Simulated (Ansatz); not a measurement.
Si (model structure, started from the beta-W type, Pm-3n, No. 223, 8 atoms in the cell), treated with r²SCAN in Ansatz (plane waves, PAW).

Settings: plane-wave cutoff 560 eV, 12×12×12 k mesh, Fermi–Dirac smearing 0.05 eV, scalar-relativistic PAW data made under PBE.

Cell (relaxed at this level):

```
Si
1.0
    4.84373     0.00000     0.00000
    0.00000     4.84373     0.00000
    0.00000     0.00000     4.84373
Si
8
Direct
  0.25000   0.00000   0.50000
  0.75000   0.00000   0.50000
  0.00000   0.50000   0.25000
  0.00000   0.50000   0.75000
  0.50000   0.25000   0.00000
  0.50000   0.75000   0.00000
  0.00000   0.00000   0.00000
  0.50000   0.50000   0.50000
```

Problem. Predict the bulk modulus.

Solution. 
- bulk modulus = 82.8 GPa

The run finds no gap.

Note: the bulk modulus is −V dP/dV from two relaxed cells at ±2 % in volume; the relaxation could raise the start's symmetry but not lower it, so the cell can be a saddle point.

Static lattice: no zero-point or thermal effects.

Cost on a shared machine: very roughly 110 core-seconds.

A model structure was made by putting elements into a prototype or built by hand; it is no filed structure, need not be a known phase, and can be a saddle point held by its symmetry.

Ansatz is a first-principles code.
